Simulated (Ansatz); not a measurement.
Electronic density of states of amorphous Si45C27N24, density 2.62 g/cm³, on a 2×2×2 Γ-centred mesh with a Gaussian width of 0.1 eV; energies count from the Fermi level, whose place inside the gap is arbitrary. Cell and mesh are small, so fine structure isn't converged. These are PBE, scalar-relativistic without spin-orbit coupling (plane waves to 420 eV, PAW; Ansatz, a quantum-chemistry and plane-wave program) values and carry that method's errors. Sampling: a 2×2×2 Γ-centred mesh; Fermi-Dirac width 0.02 eV; no spin polarisation. At PBE the levels at the filled edge of the gap are localised (band-tail or defect states), and the nearest spread-out levels lie 1.0 eV apart at the zone centre.

Preparation: random packing, a CHGNet melt and quench, and a DFT relaxation. N atoms were pushed apart under 1.9 Å during the dynamics, to hinder bonds among them. The hot cell started wider than the set density and was brought back towards it in steps. It is the lowest in DFT energy of 8 quenches. It is a model cell: composition and starting density were chosen by hand, and all elements were melted together. No dispersion term was used. A short ab initio anneal came between quench and relaxation. Its density started from a set value of 2.52 and ended at 2.62 g/cm³. The simulated quench (nominally 400 K/ps over its main leg) is rapid and tends to freeze in more defects than a deposited or slowly cooled glass has. One small periodic cell is one sample of the glass; other quenches scatter about these values. Volume and shape were free in the relaxation. On a 2×2×2 Γ-centred mesh force components of up to 0.19 eV/Å stay, since the relaxation ran on the zone centre alone.

(E - EF (eV), states/(eV atom)): (-12.00, 0.15); (-11.90, 0.17); (-11.80, 0.16); (-11.70, 0.13); (-11.60, 0.07); (-11.50, 0.02); (-11.40, 0.00); (-11.30, 0.03); (-11.20, 0.10); (-11.10, 0.11); (-11.00, 0.12); (-10.90, 0.14); (-10.80, 0.15); (-10.70, 0.16); (-10.60, 0.21); (-10.50, 0.23); (-10.40, 0.20); (-10.30, 0.18); (-10.20, 0.19); (-10.10, 0.19); (-10.00, 0.21); (-9.90, 0.24); (-9.80, 0.22); (-9.70, 0.21); (-9.60, 0.23); (-9.50, 0.26); (-9.40, 0.25); (-9.30, 0.23); (-9.20, 0.26); (-9.10, 0.25); (-9.00, 0.26); (-8.90, 0.26); (-8.80, 0.25); (-8.70, 0.26); (-8.60, 0.24); (-8.50, 0.24); (-8.40, 0.30); (-8.30, 0.29); (-8.20, 0.27); (-8.10, 0.28); (-8.00, 0.27); (-7.90, 0.24); (-7.80, 0.26); (-7.70, 0.30); (-7.60, 0.31); (-7.50, 0.32); (-7.40, 0.35); (-7.30, 0.28); (-7.20, 0.27); (-7.10, 0.32); (-7.00, 0.38); (-6.90, 0.38); (-6.80, 0.38); (-6.70, 0.39); (-6.60, 0.37); (-6.50, 0.37); (-6.40, 0.36); (-6.30, 0.34); (-6.20, 0.36); (-6.10, 0.39); (-6.00, 0.40); (-5.90, 0.36); (-5.80, 0.37); (-5.70, 0.44); (-5.60, 0.44); (-5.50, 0.43); (-5.40, 0.41); (-5.30, 0.42); (-5.20, 0.43); (-5.10, 0.39); (-5.00, 0.37); (-4.90, 0.41); (-4.80, 0.39); (-4.70, 0.40); (-4.60, 0.39); (-4.50, 0.41); (-4.40, 0.44); (-4.30, 0.42); (-4.20, 0.38); (-4.10, 0.39); (-4.00, 0.40); (-3.90, 0.39); (-3.80, 0.40); (-3.70, 0.38); (-3.60, 0.40); (-3.50, 0.43); (-3.40, 0.39); (-3.30, 0.40); (-3.20, 0.42); (-3.10, 0.44); (-3.00, 0.41); (-2.90, 0.37); (-2.80, 0.36); (-2.70, 0.35); (-2.60, 0.36); (-2.50, 0.37); (-2.40, 0.38); (-2.30, 0.39); (-2.20, 0.38); (-2.10, 0.35); (-2.00, 0.33); (-1.90, 0.32); (-1.80, 0.29); (-1.70, 0.24); (-1.60, 0.24); (-1.50, 0.23); (-1.40, 0.24); (-1.30, 0.27); (-1.20, 0.28); (-1.10, 0.24); (-1.00, 0.20); (-0.90, 0.20); (-0.80, 0.15); (-0.70, 0.09); (-0.60, 0.06); (-0.50, 0.03); (-0.40, 0.02); (-0.30, 0.08); (-0.20, 0.09); (-0.10, 0.02); (0.00, 0.00); (0.10, 0.03); (0.20, 0.09); (0.30, 0.08); (0.40, 0.06); (0.50, 0.14); (0.60, 0.17); (0.70, 0.20); (0.80, 0.20); (0.90, 0.18); (1.00, 0.18); (1.10, 0.20); (1.20, 0.23); (1.30, 0.24); (1.40, 0.20); (1.50, 0.22); (1.60, 0.25); (1.70, 0.25); (1.80, 0.26); (1.90, 0.27); (2.00, 0.28); (2.10, 0.31); (2.20, 0.29); (2.30, 0.28); (2.40, 0.31); (2.50, 0.31); (2.60, 0.31); (2.70, 0.35); (2.80, 0.35)

The level gap on this mesh is 0.38 eV; the broadening fills part of it in the curve.
